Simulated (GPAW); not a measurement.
Band structure of Tl (P6_3/mmc, 4 atoms in the cell).

```
Tl
1.0
    3.47671     0.00000     0.00000
   -1.73836     3.01092     0.00000
    0.00000     0.00000    11.16308
Tl
4
Direct
  0.00000   0.00000   0.00000
  0.00000   0.00000   0.50000
  0.33333   0.66667   0.25000
  0.66667   0.33333   0.75000
```

Method of the run: PBE, GPAW PAW datasets PBE (gpaw-data 1.0.1) (plane waves; GPAW 25.7.0).

Settings: mode = pw; ecut = 600 eV; xc = PBE; kpts = 7 7 2; mesh shift (steps) = 0 0 0; occupations.name = methfessel-paxton; occupations.width = 0.05 eV; occupations.order = 0; nbands = -8; convergence.forces = 0.001 eV/Å; symmetry.symmorphic = false; symmetry.tolerance = 0.0005; maxiter = 120; bandpath_npoints = 40.

The starting cell comes from a database of computed structures (which also holds hypothetical and non-ambient phases and stackings), without a prior relaxation at this level. Its lattice was rescaled by a random factor within 2.5 % of one. Spin-orbit coupling is off.

Levels in eV from the Fermi level, bands 23 to 30:
```tsv
point	23	24	25	26	27	28	29	30
Γ	-8.32	-4.96	-2.66	3.35	3.35	7.97	7.97	8.92
M	-4.50	-3.85	-2.50	-2.16	-0.13	0.34	1.98	2.97
K	-4.18	-3.89	-0.76	-0.48	-0.48	-0.30	-0.30	1.83
A	-6.59	-6.59	-0.36	-0.36	7.54	7.54	8.24	8.24
L	-4.35	-4.35	-1.60	-1.60	-0.93	-0.93	3.62	3.62
H	-4.17	-4.17	-0.99	-0.99	0.19	0.19	1.04	1.04
```

Bands cross the Fermi level along this path, so the cell is metallic at this level.
